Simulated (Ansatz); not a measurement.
# K3MoF6: response to strain

Consider K3MoF6 (space group Fm-3m, No. 225; a = 8.9791 Å; ferromagnetic; a cell from a computed database, its experimental status unchecked). Axes: x, y, z lie along the cube axes.

Strains are applied to the cell and any free atomic positions relax; under biaxial strain the out-of-plane vector relaxes too.

Computed with Ansatz (a first-principles code), PBEsol, PAW, cutoff 420 eV, no spin-orbit coupling.

Notes on the quantities. energy relative to the base: free energy F.

```json
[
 {"change": "base", "band gap": "1.28 eV", "largest site moment": "1.62 μB", "energy relative to the base": "0 meV/atom"},
 {"change": "biaxial strain −1.53 %, plane normal [110], relaxed out of plane", "band gap": "1.35 eV", "largest site moment": "1.60 μB", "energy relative to the base": "-3.4 meV/atom"},
 {"change": "uniaxial strain ε_yy = +3.83 %", "band gap": "1.15 eV", "largest site moment": "1.63 μB", "energy relative to the base": "+6.4 meV/atom"},
 {"change": "tensor shear ε_yz = −0.50 %", "band gap": "1.37 eV", "largest site moment": "1.61 μB", "energy relative to the base": "-3.7 meV/atom"}
]
```

Other magnetic orders, which the real material may have, were not ruled out. No phonon test of stability was made. Under biaxial strain −1.53 %, plane normal [110], relaxed out of plane and tensor shear ε_yz = −0.50 % the cell ends below the base's energy or with stress of the wrong sign: the atoms slid into a distortion or the cell is elastically unstable, so the base is not a stable minimum at this level.
